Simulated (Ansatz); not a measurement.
Output of an Ansatz run (abridged):

```
WARN ansatz: RAYON_NUM_THREADS=1 ignored (pool sized by the plan → 1); use --threads N
Pseudopotentials: kind: paw
Pseudopotential: Sr, paw, valence charge 10
Crystal: 1 atoms, lattice volume = 55.685 Å³
Basis set: ecut = 420 eV, 1067 PW (Γ), exchange–correlation on 60×60×60 points (8 copies of the dense FFT grid, shifted against one another)
Bands: 9, of which v1, the nominal top of the filled ones, is band 5 counted from 1 (4 counted from 0)
Symmetry: 48 space group operations
Space group: Fm-3m (ITA 225), of the structure as read, at distance tolerance 3.8e-5 Å
k-points: 35 of 729
Initial density: superposition of atomic densities (neutral atoms: chi_scale 0, normalization atom), corrected by the library's trained network
Initial wavefunctions: pseudopotential atomic-orbital guess
Eigensolver: davidson
Functional: x = pbe(κ = 0.804, μ = 0.2195149727645171), c = pbe(β = 0.06672455060314922)
SCF iter   1: F=—  HF=-3544.240478 eV  |F-HF|=—  |Δ(HF+E_count)|=         —  Δρ=7.75e-4  dr2=4.89e-4  ethr=1.77e-3  ⟨swp⟩=6.7  Hψ=2733  notcnv=0
all-band conjugate gradients solve this SCF's bands
preconditioner: auto → none
SCF iter   2: F=—  HF=-3544.240943 eV  |F-HF|=—  |Δ(HF+E_count)|=   4.64e-4  Δρ=4.62e-4  dr2=2.28e-4  ethr=4.89e-6  ⟨swp⟩=2.9  Hψ=858  notcnv=0
SCF iter   3: F=—  HF=-3544.240985 eV  |F-HF|=—  |Δ(HF+E_count)|=   4.25e-5  Δρ=1.80e-4  dr2=2.40e-5  ethr=2.28e-6  ⟨swp⟩=1.0  Hψ=315  notcnv=0
SCF iter   4: F=—  HF=-3544.240973 eV  |F-HF|=—  |Δ(HF+E_count)|=   1.18e-5  Δρ=9.11e-5  dr2=2.32e-6  ethr=2.40e-7  ⟨swp⟩=2.4  Hψ=505  notcnv=0
SCF iter   5: F=—  HF=-3544.240973 eV  |F-HF|=—  |Δ(HF+E_count)|=   1.21e-7  Δρ=2.26e-5  dr2=1.30e-7  ethr=2.32e-8  ⟨swp⟩=3.0  Hψ=542  notcnv=0
SCF iter   6: F=-3544.240973 eV  HF=-3544.240973 eV  |F-HF|=3.88e-9  |Δ(HF+E_count)|=   4.63e-8  Δρ=4.80e-6  dr2=6.94e-9  ethr=1.00e-9  ⟨swp⟩=6.1  Hψ=1755  notcnv=0
SCF 1 converged in 6 iterations: F = -3544.240973 eV  dr2 = 6.94e-9
SCF converged after 6 iterations
Free energy (F): -3544.240973 eV
Harris-Foulkes:  -3544.240973 eV  (|F-HF|=3.88e-9)
Internal energy: -3544.195394 eV  (E = F + TS)
E sigma→0 (E₀):  -3544.218184 eV
Entropy (-TS):   -0.045579 eV (-45.579 meV/atom)
Fermi energy:    4.964350 eV
--- Per-component energies (eV) ---
  E_band       = -137.287614
  E_kinetic    = 241.386860
  E_local      = -774.292472  (includes V_loc(G=0)·N_el)
  E_nonlocal   = 202.829212
  E_hartree    = 196.349316
  E_xc         = -171.191232
  E_vxc        = -159.197877  (∫ρ·V_xc dr)
  E_paw        = -2694.712559  (= ΣΔE_a)
  E_vpaw       = -40.710253  (= ΣTr[D̂ρ^β])
  E_aug_tail   = -0.000001  (compensation charges beyond the density's cutoff)
  E_ewald      = -544.564520
  E_smearing   = -0.045579  (= −TS)
  E_closure    = 0.000000  (closes the sum)
  Σ components = -3544.240973   (vs F -3544.240973, Δ=0.00e0)
--- Forces (eV/Å), atoms counted from 1 ---
  atom   1  Sr     0.00000000     0.00000000     0.00000000
  max |Σ_I F_I| component: 6.16e-32 eV/Å
--- Stress (GPa, compression-positive) ---
       -0.130240       0.000000       0.000000
        0.000000      -0.130240      -0.000000
        0.000000       0.000000      -0.130240
  P = ⅓ Tr σ = -0.1302 GPa (-1.302 kbar)
  The stress holds the Pulay correction. Without it, at fixed plane waves, as pw.x and ABINIT print it: P = -0.1321 GPa
--- Band table (eV; the first three rows and the last of 35) ---
  k-point 0: bands = ["-31.6260", "-13.5178", "-13.5178", "-13.5178", "1.3587", "7.3231", "7.3231", "7.3231", "8.7726"]
  k-point 1: bands = ["-31.6245", "-13.5403", "-13.5209", "-13.5209", "1.5539", "7.0274", "7.4094", "7.4094", "8.6602"]
  k-point 2: bands = ["-31.6206", "-13.5966", "-13.5285", "-13.5285", "2.1065", "6.4083", "7.4920", "7.4920", "8.6430"]
  k-point 34: bands = ["-31.6089", "-13.6523", "-13.6288", "-13.5830", "4.9319", "5.5745", "5.6195", "7.4319", "9.7220"]
```

The structure:

```
CELL_PARAMETERS angstrom
      0.00000     3.03088     3.03088
      3.03088     0.00000     3.03088
      3.03088     3.03088     0.00000
ATOMIC_POSITIONS crystal
  Sr 0.00000 0.00000 0.00000
```

Problem. What input produced this log?

Solution. Other spellings and defaults could give the same log, and not every line can be read from it. The input that was run (DFT, PBE, plane waves, default PAW files):

Ansatz 0.2 input:
```yaml
# Sr
crystal:
  lattice:
    - [0.000000, 3.030880, 3.030880]
    - [3.030880, 0.000000, 3.030880]
    - [3.030880, 3.030880, 0.000000]
  atoms:
    - { symbol: Sr, position_ang: [0.000000, 0.000000, 0.000000] }
basis:
  ecutwfc: 420.0
kpoints:
  mp_grid: { grid: [9, 9, 9] }
hamiltonian:
  xc: pbe
  pseudopotentials: { kind: paw }
scf:
  occupations: { method: fermi_dirac, width: 0.1 }
output:
  forces: true
  eigenvalues: true
  stress: true
```

The starting cell has typed, rounded lattice constants, without a prior relaxation at this level. Its lattice was rescaled by up to half a per cent. Ansatz's pressure includes its estimate of the finite-basis (Pulay) stress.

Ansatz is a first-principles code.
